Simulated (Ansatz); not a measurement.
For bcc Sr (high-temperature phase), LDA (Ansatz, a program for electronic structure, plane waves, PAW) gives:

* **lattice parameter a**: 4.571 Å
* **cohesive energy**: 1.89 eV/atom

Q: What does r²SCAN+rVV10 (Ansatz, PAW) give for the same quantities?

A: 
- lattice constant a: 4.780 Å (grows by 4.6 %)
- cohesive energy: 1.93 eV/atom (grows by 0.04 eV/atom)

Changes are worked out from the printed values.

Unless a cell is named, each level is at its own relaxed cell (LDA 47.76, r²SCAN+rVV10 54.60 Å³/atom).

Caveats: symmetry holds this phase in the static calculation, where it need not be a minimum (LDA, r²SCAN+rVV10). Ansatz's density-functional and Hartree–Fock values are scalar-relativistic unless marked +SOC, with PAW data made under PBE.
